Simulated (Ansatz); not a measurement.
The parent structure is ZnS in the zinc blende structure (space group F-43m, No. 216; a = 5.3569 Å). Axes: x, y, z lie along the cube axes.

Level of theory: Ansatz (a quantum-chemistry and plane-wave program), PBEsol, PAW, cutoff 420 eV, no spin-orbit coupling, earlier PAW set.

A first run, uniaxial strain ε_zz = +0.65 %, gives secant values C11 ≈ 110 GPa and C12 ≈ 63 GPa from its stress. A second run applies isotropic strain −1.06 %.

Task: What does linear elasticity predict for the bulk modulus −ΔP/(ΔV/V₀) in the second run, and what does the run give?

Result: Linear elasticity: (C11 + 2 C12)/3 = 79 GPa. The run gives 86 GPa; any difference comes from nonlinear terms at these strains and numerical noise.

Stability against distortions was not tested.
